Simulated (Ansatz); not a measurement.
The reference is Ag in the fcc (Cu type) structure (space group Fm-3m, No. 225; a = 4.104 Å; relaxed with 0.1 eV smearing).

Level of theory: r2SCAN (Ansatz, a program for electronic structure; PAW; 500 eV plane waves; scalar-relativistic without spin-orbit coupling).

For the base:

The pressure is 0.0 GPa.

Perturbation: the cell is scaled by 0.9800 in all directions, atoms relaxed at fixed cell.

Q: What does the calculation give for the energy relative to the base and pressure after the change?

A: The energy rises by 22 meV/atom; the pressure goes from zero to 7.4 GPa.

The cells carry an imposed strain or load. Stability against distortions was not tested.
